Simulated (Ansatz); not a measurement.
The reference is TiO₂ in the rutile structure (space group P4_2/mnm, No. 136).

```xyz
6
Lattice="4.5912 0.0000 0.0000 0.0000 4.5912 0.0000 0.0000 0.0000 2.9390" Properties=species:S:1:pos:R:3 pbc="T T T"
Ti     0.0000     0.0000     0.0000
Ti     2.2956     2.2956     1.4695
O      1.3977     1.3977     0.0000
O      3.6933     0.8979     1.4695
O      0.8979     3.6933     1.4695
O      3.1935     3.1935     0.0000
```

Cartesian axes are those of the cell as printed.

The values are results of Kohn–Sham DFT with the PBEsol functional, run in Ansatz (an electronic-structure program) with PAW and 420 eV plane waves, no spin-orbit coupling, not measurements.

Strains are applied to the cell and any free atomic positions relax.

One change was made to it. Results:

```json
[
 {"quantity": "electron mass", "base": "0.54 mₑ along c, 1.1 mₑ across (at Γ)", "after": "0.55 mₑ along z, 1.1 mₑ across (at Γ)"},
 {"quantity": "energy relative to the base (free energy F)", "base": "0 meV/atom", "after": "+0.6 meV/atom"},
 {"quantity": "pressure (mean of the normal stresses, compression positive)", "base": "0.00 GPa", "after": "-1.63 GPa"},
 {"quantity": "shortest interatomic distance", "base": "1.942 Å", "after": "1.948 Å"},
 {"quantity": "band gap", "base": "1.87 eV", "after": "1.85 eV"}
]
```

**Question.** What was done to the base?
(A) uniaxial strain ε_zz = +1.80 %
(B) uniaxial strain ε_zz = +0.60 %
(C) uniaxial strain ε_zz = +3.00 %
(D) uniaxial strain ε_zz = +1.20 %
(E) uniaxial strain ε_zz = +2.40 %

**Answer.** B, uniaxial strain ε_zz = +0.60 %. For comparison, the electron mass in the other runs: uniaxial strain ε_zz = +2.40 % gives 0.58 mₑ along z, 1.2 mₑ across (at Γ); uniaxial strain ε_zz = +3.00 % gives 0.58 mₑ along z, 1.2 mₑ across (at Γ); uniaxial strain ε_zz = +1.20 % gives 0.56 mₑ along z, 1.1 mₑ across (at Γ); uniaxial strain ε_zz = +1.80 % gives 0.57 mₑ along z, 1.1 mₑ across (at Γ).

Masses are band curvatures over ±0.01 Å⁻¹ around the edge. Whether these cells are dynamically stable was not tested. The final runs are not spin-polarised.
